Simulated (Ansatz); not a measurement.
The starting structures come from a database of crystals and need not be the phases stable at ambient conditions.

 Where the default PAW files enter, the runs use the earlier of Ansatz's two default sets.

Evanescent states of Li2O2 (P6_3/mmc, not sure to be the ambient phase, 8 atoms a cell, 7.9 Å³ an atom) along the normal of (110)

These are r2SCAN (plane waves, PAW; Ansatz, an electronic-structure program) values and carry that method's errors.

No gap correction and no spin-orbit coupling; mid-gap values are interpolated between computed energies.

Energies count from the valence-band top; κ is the least over a 6×4 mesh across the current.

```json
[
 {"E (eV)": "0.07", "κ (1/Å)": "0.143", "where": "Γ"},
 {"E (eV)": "0.21", "κ (1/Å)": "0.224", "where": "off Γ"},
 {"E (eV)": "0.35", "κ (1/Å)": "0.273", "where": "off Γ"},
 {"E (eV)": "0.49", "κ (1/Å)": "0.312", "where": "off Γ"},
 {"E (eV)": "0.63", "κ (1/Å)": "0.343", "where": "off Γ"},
 {"E (eV)": "0.77", "κ (1/Å)": "0.369", "where": "off Γ"},
 {"E (eV)": "0.91", "κ (1/Å)": "0.391", "where": "off Γ"},
 {"E (eV)": "1.05", "κ (1/Å)": "0.410", "where": "off Γ"},
 {"E (eV)": "1.19", "κ (1/Å)": "0.426", "where": "off Γ"},
 {"E (eV)": "1.33", "κ (1/Å)": "0.440", "where": "off Γ"},
 {"E (eV)": "1.47", "κ (1/Å)": "0.451", "where": "off Γ"},
 {"E (eV)": "1.61", "κ (1/Å)": "0.460", "where": "off Γ"},
 {"E (eV)": "1.75", "κ (1/Å)": "0.466", "where": "off Γ"},
 {"E (eV)": "1.89", "κ (1/Å)": "0.469", "where": "off Γ"},
 {"E (eV)": "2.03", "κ (1/Å)": "0.468", "where": "off Γ"},
 {"E (eV)": "2.17", "κ (1/Å)": "0.461", "where": "off Γ"},
 {"E (eV)": "2.31", "κ (1/Å)": "0.438", "where": "Γ"},
 {"E (eV)": "2.45", "κ (1/Å)": "0.394", "where": "Γ"},
 {"E (eV)": "2.59", "κ (1/Å)": "0.318", "where": "Γ"},
 {"E (eV)": "2.73", "κ (1/Å)": "0.163", "where": "Γ"}
]
```

Question: How thick must the barrier be to attenuate the transmission by 10^4 when the electrodes' Fermi level lies at 1.05 eV, and what attenuation does that film give at 2.03 eV?

Answer: d = 4 ln 10 / (2 × 0.410) = 11.2 Å. At 2.03 eV it gives 4 × 0.468/0.410 = 4.6 decades.
